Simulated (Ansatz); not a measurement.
Consider TaN (space group P6/mmm, No. 191; a = 5.2017 Å, c = 2.9061 Å).

Level of theory: Ansatz (an electronic-structure program), PBEsol, PAW, cutoff 420 eV, no spin-orbit coupling.

Before the change:

* **Pressure**: 0.0 GPa
* **Band gap**: zero

One thing is altered: an isotropic linear strain of −0.36 %; the atoms relax in the strained cell.

Question: How does this affect the pressure?

Answer: The pressure (mean of the normal stresses, compression positive) goes from zero to 3.6 GPa.

Question: Estimate the effect on the energy relative to the base.

Answer: The energy grows by 1.3 meV/atom.

Question: Predict the new band gap.

Answer: The band gap is still zero.

No phonon test of stability was made. All final runs are without spin polarisation. This is not the structure that TaN has at room temperature and ambient pressure.
